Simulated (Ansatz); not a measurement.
# Pressure series in CdSe

Base system: CdSe in the wurtzite structure (space group P6_3mc, No. 186).

```
CELL_PARAMETERS angstrom
      4.38272     0.00000     0.00000
     -2.19136     3.79554     0.00000
      0.00000     0.00000     7.15447
ATOMIC_POSITIONS crystal
  Cd 0.66667 0.33333 0.00047
  Cd 0.33333 0.66667 0.50047
  Se 0.66667 0.33333 0.62473
  Se 0.33333 0.66667 0.12473
```

Cell and atoms are relaxed at each pressure.

Level of theory: plane-wave PAW DFT at the PBE level (Ansatz, a program for electronic structure, 420 eV), no SOC.

```csv
pressure (GPa),volume per atom (Å³/atom)
-2,31.311
-1,30.483
0,29.753
0.3,29.560
1.5,28.846
3,28.059
5,?
7.5,26.244
10,25.457
```

Task: Fit the third-order Birch–Murnaghan form P(V) = (3B₀/2)[(V₀/V)^(7/3) − (V₀/V)^(5/3)]·[1 + (3/4)(B₀′ − 4)((V₀/V)^(2/3) − 1)] (squares taken in P) to the rows shown and predict the withheld row.

Result: Least squares on the printed values gives V₀ = 29.761 Å³/atom, B₀ = 44.4 GPa, B₀′ = 4.7; this predicts 27.172 Å³/atom, and the run gives 27.173 Å³/atom, in agreement.

Measured bulk modulus of CdSe: 53.4 GPa (temperature not stated; as listed in Michael Grünwald et al., The Journal of Chemical Physics (2012)); the computed value is for a static lattice, so the two differ by thermal effects too.

Load acts through the strain it causes; cell and atoms are relaxed under it. Whether these cells are dynamically stable was not tested. Measured, CdSe leaves this structure (for rock salt) near 2.72 GPa (temperature not stated; as listed in Datta, Sujoy, Jana, Debnarayan, arXiv (2020)), on rising pressure, with hysteresis.
